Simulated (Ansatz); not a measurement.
Take InAs in the zinc blende structure (space group F-43m, No. 216; a = 6.0873 Å) as the base. Axes: x, y, z lie along the cube axes.

All numbers come from plane-wave PAW DFT at the PBEsol level (Ansatz, a program for electronic structure, 420 eV), no spin-orbit coupling.

Base values:

* **Pressure**: 0.0 GPa

One thing is altered: the cell is stretched by 1.00 % along z with no lateral relaxation, atoms relaxed at fixed cell.

Q: What does the calculation give for the energy relative to the base and pressure after the change?

A: The energy increases by 0.7 meV/atom; the pressure (mean of the normal stresses, compression positive) goes from zero to -0.5 GPa.

The mesh was chosen for an insulator and is coarse for the gapless case. The cells carry an imposed strain or load. Stability against distortions was not tested. All final runs are without spin polarisation.
